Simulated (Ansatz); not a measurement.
VW3 (Fm-3m), PBEsol, DFPT electron-phonon coupling, linearised Boltzmann equation (Ansatz, a program for electronic structure): phonon-limited resistivity 4.07 μΩ·cm at 300 K, 5.63 μΩ·cm at 400 K, current-weighted mean free path 23 nm, Drude plasma energy 7.12 eV.

What temperature coefficient of resistance follows, and how does it compare with 1/T?

(ρ₄₀₀ − ρ₃₀₀)/(100 K × ρ₃₀₀) = 3.83×10⁻³ K⁻¹, against 1/T = 3.33×10⁻³ K⁻¹ for a resistivity proportional to T. It lies higher because phonons are still being populated at 300 K; impurities would add a constant and lower it.

What Drude relaxation time do resistivity and plasma energy imply?

ω_p = 1.08e16 s⁻¹, so τ = 1/(ε₀ ω_p² ρ) = 23.7 fs, a damping ħ/τ of 27.8 meV.

Estimate the electronic thermal conductivity at 300 K by the Wiedemann-Franz law (L₀ = 2.44×10⁻⁸ W·Ω/K²).

L₀T/ρ = 2.44×10⁻⁸ × 300/(4.07×10⁻⁸) = 180 W/(m·K). Inelastic scattering puts the true Lorenz number somewhat under L₀ near and below the Debye temperature.

A metal at this level (no band gap). Only scattering by harmonic phonons is included (no impurities, grain boundaries, electron-electron scattering or thermal expansion). Spin-orbit coupling is left out, which matters with elements this heavy. Halving the electron mesh (24x24x24) moves the resistivity by up to 2 % at 300 K, the mean free path by up to 3 %. Smearing 0.20 eV; phonons on a 4x4x4 q mesh, which this run doesn't test.

Computed structure with no diffraction record at hand here (it may be known, metastable or hypothetical): VW3 (Fm-3m). Treated as nonmagnetic (a ferromagnetic start lost its moment, other orders weren't tried): VW3 (Fm-3m).
